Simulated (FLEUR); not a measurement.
Band structure of Sc (P6_3/mmc, 4 atoms in the cell).

```
CELL_PARAMETERS angstrom
      3.21901     0.00000     0.00000
     -1.60950     2.78774     0.00000
      0.00000     0.00000    10.35717
ATOMIC_POSITIONS crystal
  Sc 0.00000 0.00000 0.00000
  Sc 0.00000 0.00000 0.50000
  Sc 0.33333 0.66667 0.25000
  Sc 0.66667 0.33333 0.75000
```

Level of theory: PBE, all-electron FLAPW (FLEUR), scalar-relativistic valence in FLEUR.

Settings: Kmax = 3.8 1/bohr; GmaxXC = 15.2 1/bohr; xcFunctional = pbe; jspins = 1; l_soc = F; mode = hist; fermiSmearingEnergy = 0.00183747 Htr; mesh (inpgen div1-3) = 8 8 3; inpgen gamma flag = true; Gmax = 15.2 1/bohr; numbands = 0; maxIterBroyd = 99; imix = Anderson; alpha = 0.05.

The starting cell was generated: these elements placed on a structure prototype, without a prior relaxation; it need not be a known phase or ordering of this composition. Its lattice was rescaled by a random factor within 2.5 % of one. Values depend on the basis (sphere radii, cutoffs, local orbitals), which need not be converged.

Levels in eV from the Fermi level, bands 19 to 26:
```csv
point,19,20,21,22,23,24,25,26
Γ,-3.72,-1.79,0.47,0.82,0.87,1.53,1.53,1.57
M,-1.28,-1.21,-0.53,-0.37,-0.37,0.25,0.86,1.34
K,-0.64,-0.51,-0.51,-0.32,-0.32,-0.17,0.29,0.56
A,-2.39,-2.39,0.44,0.44,1.45,1.45,1.64,1.64
L,-1.41,-1.41,-0.52,-0.52,0.04,0.04,1.27,1.27
H,-0.55,-0.55,-0.48,-0.48,-0.41,-0.41,0.62,0.62
```
